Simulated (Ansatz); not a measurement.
ZrSe2, pressure series

Base system: ZrSe₂ in the CdI2 type structure (space group P-3m1, No. 164; a = 3.662 Å, c = 5.842 Å; layered, stacked along the Cartesian z axis).

Cell and atoms are relaxed at each pressure.

All numbers come from PBEsol-D3(BJ) (Ansatz, a program for electronic structure; PAW; 420 eV plane waves; no spin-orbit coupling).

```csv
pressure (GPa),volume per atom (Å³/atom)
-1,23.164
0,22.615
0.3,22.468
0.7,22.286
1.5,21.952
3,21.407
5,20.789
7.5,?
10,19.583
```

**Question.** Fit the third-order Birch–Murnaghan form P(V) = (3B₀/2)[(V₀/V)^(7/3) − (V₀/V)^(5/3)]·[1 + (3/4)(B₀′ − 4)((V₀/V)^(2/3) − 1)] (squares taken in P) to the rows shown and predict the withheld row.

**Answer.** Least squares on the printed values gives V₀ = 22.620 Å³/atom, B₀ = 46.6 GPa, B₀′ = 5.6; this predicts 20.131 Å³/atom, and the run gives 20.140 Å³/atom, 0.009 higher.

Load acts through the strain it causes; cell and atoms are relaxed under it. Stability against distortions was not tested. Competing high-pressure phases were not computed. All final runs are without spin polarisation.
